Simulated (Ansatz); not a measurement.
Base system: As in the A7 type structure (space group R-3m, No. 166; a = 3.784 Å, c = 10.107 Å (hexagonal axes); layered).

Computed with DFT with PBE-D3(BJ), PAW potentials and a 420 eV plane-wave cutoff in Ansatz (an electronic-structure program), without spin-orbit coupling, earlier PAW set.

Base values:

| Property | Value |
|---|---|
| Space group | R-3m (No. 166) |
| Volume per atom | 20.89 Å³ |

Perturbation: full substitution As → Pb; the structure is relaxed again.

Tabulated Pauling electronegativity and covalent radius: As 2.18, 1.19 Å; Pb 2.33, 1.46 Å.

How does this affect the space group?

The space group changes from R-3m (No. 166) to Fm-3m (No. 225).

What does the calculation give for the volume per atom after the change?

The volume per atom grows by 9.517 Å³ (20.89 Å³ → 30.40 Å³).

Stability against distortions was not tested. The D3 term's C6 switches between coordination references near this geometry, which can add small steps to energies.
